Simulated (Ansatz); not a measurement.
Take Os in the hcp (Mg type) structure (space group P6_3/mmc, No. 194) as the base.

```cif
data_Os2
_chemical_formula_sum 'Os2'
_space_group_name_H-M_alt 'P63/mmc'
_space_group_IT_number 194
_space_group_name_Hall '-P 6c 2c'
_cell_length_a 2.72941
_cell_length_b 2.72941
_cell_length_c 4.30640
_cell_angle_alpha 90.000
_cell_angle_beta 90.000
_cell_angle_gamma 120.000
loop_
_atom_site_label
_atom_site_type_symbol
_atom_site_symmetry_multiplicity
_atom_site_Wyckoff_symbol
_atom_site_fract_x
_atom_site_fract_y
_atom_site_fract_z
_atom_site_occupancy
Os1 Os 2 d 0.66667 0.33333 0.25000 1
```

The values are results of plane-wave PAW DFT at the PBEsol level (Ansatz, a quantum-chemistry and plane-wave program, 420 eV), no SOC, not measurements.

Before the change:

```
Property              Result
-------------------  -------
c/a ratio              1.578
Lattice parameter a  2.729 Å
```

Perturbation: full substitution Os → Ru; the structure is relaxed again.

Tabulated Pauling electronegativity and covalent radius: Os 2.20, 1.44 Å; Ru 2.20, 1.46 Å.

### Question
Estimate the effect on the c/a ratio.

### Answer
The c/a ratio stays essentially unchanged (1.578 against 1.577).

### Question
What does the calculation give for the lattice parameter a after the change?

### Answer
The lattice parameter a falls by 0.0375 Å (2.729 Å → 2.692 Å).

Stability against distortions was not tested. The final runs are not spin-polarised.
